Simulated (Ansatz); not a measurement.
Start from BN in the wurtzite structure (space group P6_3mc, No. 186).

```
BN
1.0
    2.52320     0.00000     0.00000
   -1.26160     2.18516     0.00000
    0.00000     0.00000     4.17514
B N
2 2
Direct
  0.33333   0.66667   0.00030
  0.66667   0.33333   0.50030
  0.33333   0.66667   0.37470
  0.66667   0.33333   0.87470
```

Cartesian axes are those of the cell as printed.

Method: DFT with LDA, PAW potentials and a 420 eV plane-wave cutoff in Ansatz (a first-principles code), scalar-relativistic without spin-orbit coupling.

Base values:

The valence-band top at Γ comes out as 0.00, 0.00, -0.29 eV, the band gap is 4.93 eV and the width of the top valence band comes out as 5.56 eV. The smallest direct gap is 8.29 eV.

One thing is altered: uniaxial strain ε_zz = +3.00 %, all other strain components held at zero, atoms relaxed at fixed cell.

### Question
How does this affect the valence-band top at Γ?

### Answer
The valence-band top at Γ (three highest levels, from the VBM) goes from 0.00, 0.00, -0.29 eV to 0.00, 0.00, -0.37 eV.

### Question
What does the calculation give for the band gap after the change?

### Answer
The band gap shrinks by 0.02 eV (4.93 eV → 4.91 eV).

### Question
Estimate the effect on the width of the top valence band.

### Answer
The width of the top valence band drops by 0.25 eV to 5.31 eV.

### Question
What happens to the smallest direct gap?

### Answer
The smallest direct gap drops by 0.783 eV to 7.50 eV.

### Question
How does this affect the stress?

### Answer
The stress (xx, yy, zz, yz, xz, xy; compression positive) amounts to (-1.67, -1.67, -29.26, 0.00, 0.00, 0.00) GPa.

Stability against distortions was not tested.
